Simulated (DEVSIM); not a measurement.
Device: Ru/AlN/SiO2/p-Si capacitor, at 250 K.

Layer 1 from the left is AlN, thickness (nm) 11.0. Layer 2 from the left is SiO2, thickness (nm) 0.530. Layer 3 from the left is Si, thickness (nm) 760, Na (cm⁻³) 2.8e16.

Metal gate on the left, work function 4.7 eV. Fixed charge at the semiconductor interface -7.3e11 cm⁻² (in units of +e); no interface traps.

The device is made up for the run: typed textbook-type constants, with dimensions and the other settings drawn at random. Values at 300 K; Nc and Nv go as T^1.5, mobilities as T to minus their exponent, the gap by Varshni's rule with the affinity fixed.

AlN: gap (eV) 6.1, affinity (eV) 1.9, permittivity 8.5. SiO2: gap (eV) 9, affinity (eV) 0.9, permittivity 3.9. Si: gap (eV) 1.124, affinity (eV) 4.05, permittivity 11.7, Nc (cm⁻³) 2.86e19, Nv (cm⁻³) 3.1e19, Varshni α (eV/K) 0.000473, Varshni β (K) 636.

Simulated with DEVSIM: 1D Poisson equation in equilibrium, Boltzmann statistics, complete ionisation; no quantum confinement or tunnelling. Metal contacts follow the ideal Schottky-Mott rule: no Fermi-level pinning, no interface dipoles.

Task: What does the simulation give for the flat-band voltage, the minimum of the low-frequency capacitance, the threshold voltage (band bending 2φF)?

Result: flat-band voltage -0.15 V; minimum of the low-frequency capacitance 0.0528 μF/cm²; threshold voltage (band bending 2φF) 0.84 V.
